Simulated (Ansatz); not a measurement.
Here is the system:

End structure of a constructed model of the (111)A surface of 3C silicon carbide, Si-terminated, (√3x√3)R30° Ga adatom at T4 (bottom of the slab: 3 H on 3 bottom sites):

```yaml
crystal:
  lattice:
    - [4.64569, 2.68219, 0.00000]
    - [-4.64569, 2.68219, 0.00000]
    - [0.00000, 0.00000, 27.00000]
  atoms:
    - { symbol: C, position: [0.00000, 0.00000, 0.33826] }
    - { symbol: C, position: [0.33333, 0.66667, 0.33826] }
    - { symbol: C, position: [0.66667, 0.33333, 0.33826] }
    - { symbol: Si, position: [0.00000, 0.33333, 0.36167] }
    - { symbol: Si, position: [0.33333, 0.00000, 0.36167] }
    - { symbol: Si, position: [0.66667, 0.66667, 0.36167] }
    - { symbol: C, position: [0.00000, 0.33291, 0.43179] }
    - { symbol: C, position: [0.33291, 0.00000, 0.43179] }
    - { symbol: C, position: [0.66709, 0.66709, 0.43179] }
    - { symbol: Si, position: [0.00000, 0.66571, 0.45520] }
    - { symbol: Si, position: [0.33429, 0.33429, 0.45520] }
    - { symbol: Si, position: [0.66571, 0.00000, 0.45520] }
    - { symbol: C, position: [0.00000, 0.66523, 0.52549] }
    - { symbol: C, position: [0.33477, 0.33477, 0.52549] }
    - { symbol: C, position: [0.66523, 0.00000, 0.52549] }
    - { symbol: Si, position: [0.00000, 0.00000, 0.54743] }
    - { symbol: Si, position: [0.33333, 0.66667, 0.54943] }
    - { symbol: Si, position: [0.66667, 0.33333, 0.54943] }
    - { symbol: C, position: [0.00000, 0.00000, 0.61598] }
    - { symbol: C, position: [0.33333, 0.66667, 0.62070] }
    - { symbol: C, position: [0.66667, 0.33333, 0.62070] }
    - { symbol: Si, position: [0.00000, 0.32941, 0.64266] }
    - { symbol: Si, position: [0.32941, 0.00000, 0.64266] }
    - { symbol: Si, position: [0.67059, 0.67059, 0.64266] }
    - { symbol: H, position: [0.00000, 0.00000, 0.29740] }
    - { symbol: H, position: [0.33333, 0.66667, 0.29741] }
    - { symbol: H, position: [0.66667, 0.33333, 0.29741] }
    - { symbol: Ga, position: [0.00000, 0.00000, 0.70722] }
```

Set-up: 28 atoms, 11.0 Å thick at the start with caps and adatoms (thin: gaps and levels are the slab's own); mesh 6x6x1; 0.025 eV smearing; dipole correction on; 6 atoms held, the rest relaxed; held to the start's symmetry, so lower structures may exist; no spin, no spin-orbit, no U. In PBE it is, or lies within 0.01 eV a 1x1 cell of, the lowest of the 2 structures of its composition computed so far; subsurface sites and larger cells were not tried.

Q: Give the highest filled level below the top vacuum level at the level PBE run with Ansatz (a first-principles code).

A: 4.86 eV

Q: Estimate the gap of the slab on its k-mesh that PBE returns for this input.

A: 1.71 eV
